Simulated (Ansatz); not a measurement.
The parent structure is ZnS in the zinc blende structure (space group F-43m, No. 216; a = 5.390 Å).

Levels (all Ansatz, a program for electronic structure, PAW, earlier PAW set): r2SCAN (500 eV, scalar-relativistic without spin-orbit coupling); HSE06 (420 eV, without spin-orbit coupling); HSE06+SOC (420 eV, noncollinear with spin-orbit coupling).

One geometry, relaxed with r2SCAN, under each level:

The valence-band top lists the three highest levels at Γ (Kramers pairs under SOC), from the VBM.

```tsv
level	band gap	lowest conduction level above the VBM at special points	valence-band top at Γ
r2SCAN	2.70 eV	Γ 2.70 eV; X 3.71 eV; L 3.82 eV	0.00, 0.00, 0.00 eV
HSE06	3.37 eV	Γ 3.37 eV; X 4.37 eV; L 4.57 eV	–
HSE06+SOC	3.34 eV	Γ 3.34 eV; X 4.34 eV; L 4.54 eV	0.00, 0.00, -0.08 eV
```

Single points use the geometry relaxed with r2SCAN. Differences between runs with and without spin-orbit coupling are approximate. Stability against distortions was not tested.
